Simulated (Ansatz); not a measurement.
**The (320) surface of beta tin in its 1x1 cell, outermost plane spacing 0.82 Å in the ideal cut**

The numbers are results of r2SCAN, at the PBE geometry (plane waves to 500 eV, PAW; Ansatz, a quantum-chemistry and plane-wave program), not measurements.

Set-up: 26 atoms, 9.9 Å thick at the start (thin: gaps and levels are the slab's own); mesh 12x2x1; 0.1 eV smearing; dipole correction on; single point; on the structure that PBE left under its start's symmetry; no spin, no spin-orbit, no U.

The surface energy (mean of both faces) is 0.48 J/m² and the work function of the top face is 4.31 eV. The cost comes out as very roughly 11 core-minutes.
